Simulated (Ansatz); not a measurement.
Consider the following.

```
BeS
1.0
    0.00000     2.45866     2.45866
    2.45866     0.00000     2.45866
    2.45866     2.45866     0.00000
Be S
1 1
Cartesian
  0.00000   0.00000   0.00000
  1.22933   1.22933   1.22933
```

No spin polarisation.

Method: Ansatz (a first-principles code) r2SCAN, no SOC. Γ-centred 12×12×12 mesh, Fermi–Dirac width 0.05 eV.

Problem. Predict the band gap, pressure and gap character.

Solution. The band gap is 3.65 eV. The pressure is -27.5 kbar and the gap character comes out as indirect, Γ → X.

The cells carry an imposed strain or load. Whether these cells are dynamically stable was not tested. The cell was made from BeS in the zinc blende structure (space group F-43m, No. 216) by this change: isotropic strain +1.00 %.
